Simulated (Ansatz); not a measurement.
## Free zigzag chain of Mg atoms

Calculation: PBE (plane waves to 420 eV, PAW; Ansatz, a first-principles code). Mesh 1×1×60. No spin polarisation, so a magnetic state wasn't tested. Isolated but for its images some 11 Å away. A hypothetical model. It keeps the symmetry and period of its start, so it need not be a minimum against all distortions. Pairing along the axis, which can open a gap, is among the distortions not tried.

```
Quantity                                                                                                            Result
--------------------------------------------------------------------  ----------------------------------------------------
period along the axis (2 atoms)                                                                                    3.026 Å
PBE gap                                                                                               none (under 0.01 eV)
crossings of the Fermi level between Γ and the zone edge (49 points)  3, each for both spins (ideal conductance 3 × 2e²/h)
```

```yaml
crystal:
  lattice:
    - [13.00000, 0.00000, 0.00000]
    - [0.00000, 11.00000, 0.00000]
    - [0.00000, 0.00000, 3.02583]
  atoms:
    - { symbol: Mg, position: [0.39693, 0.50000, 0.00000] }
    - { symbol: Mg, position: [0.60307, 0.50000, 0.50000] }
```
